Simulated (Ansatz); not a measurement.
BiCl₃ (Pnma, No. 62; cell taken from a computed entry), treated with LDA (Ansatz, a program for electronic structure, PAW).

Numerical settings: plane-wave cutoff 500 eV, 6×6×6 k mesh, gaussian smearing 0.02 eV, scalar-relativistic PAW data made under PBE.

Cell (relaxed at this level):

```cif
data_Bi4Cl12
_chemical_formula_sum 'Bi4 Cl12'
_space_group_name_H-M_alt 'P 1'
_space_group_IT_number 1
_cell_length_a 7.33545
_cell_length_b 8.53082
_cell_length_c 6.08477
_cell_angle_alpha 90.000
_cell_angle_beta 90.000
_cell_angle_gamma 90.000
loop_
_space_group_symop_operation_xyz
  'x, y, z'
loop_
_atom_site_label
_atom_site_type_symbol
_atom_site_fract_x
_atom_site_fract_y
_atom_site_fract_z
_atom_site_occupancy
Bi1 Bi 0.59165 0.75000 0.51588 1
Bi2 Bi 0.40835 0.25000 0.48412 1
Bi3 Bi 0.90835 0.25000 0.01588 1
Bi4 Bi 0.09165 0.75000 0.98412 1
Cl1 Cl 0.32343 0.93878 0.64505 1
Cl2 Cl 0.67657 0.06122 0.35495 1
Cl3 Cl 0.17657 0.06122 0.14505 1
Cl4 Cl 0.82343 0.93878 0.85495 1
Cl5 Cl 0.82343 0.56122 0.85495 1
Cl6 Cl 0.17657 0.43878 0.14505 1
Cl7 Cl 0.67657 0.43878 0.35495 1
Cl8 Cl 0.32343 0.56122 0.64505 1
Cl9 Cl 0.03772 0.25000 0.62665 1
Cl10 Cl 0.96228 0.75000 0.37335 1
Cl11 Cl 0.46228 0.75000 0.12665 1
Cl12 Cl 0.53772 0.25000 0.87335 1
```

Question: Estimate the band gap that the calculation returns.

Answer: 
band gap: 2.85 eV (on the SCF k mesh)

Note: the relaxation could not lower the start's symmetry, so the cell can be a saddle point above a distorted one.

Spin–orbit coupling is not included; with these elements it can move the gap by several tenths of an eV or more.

The computed numbers hold no vibrational or temperature effects.
